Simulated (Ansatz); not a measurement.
The starting structures come from a database of crystals and need not be the phases stable at ambient conditions.

 Where the default PAW files enter, the runs use the earlier of Ansatz's two default sets.

Input:

```
KIO3
1.0
    6.28115     0.00000     0.00000
   -3.14058     5.44712     0.00000
    3.14058     1.81072     5.12942
K I O
2 2 6
Direct
  0.49158   0.73737   0.75421
  0.49158   0.23737   0.25421
  0.99181   0.98772   0.00409
  0.99181   0.48772   0.50409
  0.59349   0.82068   0.14657
  0.96725   0.82068   0.25994
  0.08062   0.82068   0.77281
  0.96725   0.32068   0.27281
  0.08062   0.32068   0.64657
  0.59349   0.32068   0.75994
```

Space group of this cell: R3c. The cell is taken as given; by PBEsol its mean pressure is 0.9 GPa.

Transport runs along the normal of the first two printed cell vectors, the (101) plane of the conventional cell.

No gap correction and no spin-orbit coupling; mid-gap values are interpolated between computed energies.

Problem. Estimate the band gap and the smallest decay constant κ at mid-gap that PBEsol in Ansatz (an electronic-structure program) returns for this system.

Solution. Gap 2.87 eV on a 8×8×8 mesh; κ = 0.405 1/Å, at (0.167, 0.000) of the in-plane reciprocal vectors. At the zone centre, at the nearest computed energy, the slowest state has κ = 0.40 1/Å.
